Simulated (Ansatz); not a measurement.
The starting structures come from a database of crystals and need not be the phases stable at ambient conditions.

Inside the gap of an insulator the Bloch states are evanescent, with a wavenumber k + iκ along the transport direction.

Given:

```yaml
crystal:
  lattice:
    - [6.86257, 0.00000, 0.00000]
    - [2.83279, 6.25061, 0.00000]
    - [1.73627, 1.11937, 8.36524]
  atoms:
    - { symbol: Sr, position: [0.04270, 0.04270, 0.25955] }
    - { symbol: Sr, position: [0.95730, 0.95730, 0.74045] }
    - { symbol: Sr, position: [0.70674, 0.70674, 0.22314] }
    - { symbol: Sr, position: [0.29326, 0.29326, 0.77686] }
    - { symbol: P, position: [0.36087, 0.83359, 0.97625] }
    - { symbol: P, position: [0.63913, 0.16641, 0.02375] }
    - { symbol: P, position: [0.16641, 0.63913, 0.02375] }
    - { symbol: P, position: [0.83359, 0.36087, 0.97625] }
    - { symbol: P, position: [0.09638, 0.60060, 0.48668] }
    - { symbol: P, position: [0.90362, 0.39940, 0.51332] }
    - { symbol: P, position: [0.39940, 0.90362, 0.51332] }
    - { symbol: P, position: [0.60060, 0.09638, 0.48668] }
    - { symbol: P, position: [0.32798, 0.32798, 0.16050] }
    - { symbol: P, position: [0.67202, 0.67202, 0.83950] }
    - { symbol: P, position: [0.41476, 0.41476, 0.36622] }
    - { symbol: P, position: [0.58524, 0.58524, 0.63378] }
```

Space group of this cell: C2/m. The cell is taken as given; by PBEsol its mean pressure is -1.4 GPa.

Transport runs along the normal of the first two printed cell vectors.

The gap is the functional's own. No spin-orbit coupling. Mid-gap values are interpolated on the energy grid.

Task: Estimate the band gap and the smallest decay constant κ at mid-gap that PBEsol (Ansatz, a program for electronic structure) returns for this system.

Result: Gap 0.27 eV on a 6×6×4 mesh; κ = 0.128 1/Å, at the zone centre.
